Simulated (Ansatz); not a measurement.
Results of r²SCAN (PAW; Ansatz, a quantum-chemistry and plane-wave program) for AlB2-type HfB2.

Run with plane-wave cutoff 560 eV, 24×24×16 k mesh (along the axes of the cell as run), Fermi–Dirac smearing 0.05 eV, scalar-relativistic PAW data made under PBE.

A third-order Birch–Murnaghan fit to the energies gives V0 = 9.881 Å³/atom, B0 = 255 GPa, B′ = 3.9.

```csv
V (Å³/atom),P (GPa)
9.486,[?]
9.683,5.36
9.881,0.00
10.078,[?]
10.276,-9.27
```

Question: Estimate the withheld pressures from this fit; the answers are the runs' own values.

Answer: 
- 9.486, P (GPa): 11.27
- 10.078, P (GPa): -4.86

The formula P = (3/2) B0 (x^(7/3) − x^(5/3)) [1 + (3/4)(B′ − 4)(x^(2/3) − 1)] with x = V0/V meets the computed pressures within 0.02 GPa when these rounded values are put in.

Shape and atoms are relaxed at each volume.

Measured, for comparison: bulk modulus 282 GPa (room temperature, no zero-point or thermal correction, hydrostatic curve from radial diffraction; as tabulated in Experimental and computational studies of compression and deformation behavior …); equilibrium volume per atom 9.91 Å³/atom (room temperature, no zero-point or thermal correction; as tabulated in Burrage et al. (2022), doi:10.3390/ma15082762). Computed less measured: bulk modulus -10 %, equilibrium volume per atom -0.3 %. A static lattice is as a rule a little smaller and stiffer than an uncorrected measurement, which can account for part of this in the equilibrium volume per atom.

Spin–orbit coupling is not included.

Static lattice: no zero-point or thermal effects.
